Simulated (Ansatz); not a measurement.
The reference is TiC in the rock salt structure (space group Fm-3m, No. 225; a = 4.293 Å; relaxed with 0.1 eV smearing). Axes: x, y, z lie along the cube axes.

Computed with PBEsol/PAW in Ansatz (a first-principles code), no spin-orbit coupling.

Modification: uniaxial strain ε_yy = +5.21 %, all other strain components held at zero; the atoms relax in the strained cell.

**Question.** Predict the stress tensor and what it implies for the stiffness.

**Answer.** Stress of the strained cell less that of the base (GPa, compression positive):
```
   -5.8     0.0     0.0
    0.0   -21.7     0.0
    0.0     0.0    -5.8
```

Then −Δσ_ii/ε with ε = 0.0521 gives secant stiffness values (nonlinear terms included at this strain): C22 ≈ 416 GPa, C12 ≈ 112 GPa and C23 ≈ 112 GPa.

As a check, the harmonic strain energy −½ V₀ Δσ:ε is 35 meV/atom; the computed energy rise is 38 meV/atom.

Whether these cells are dynamically stable was not tested. All final runs are without spin polarisation.
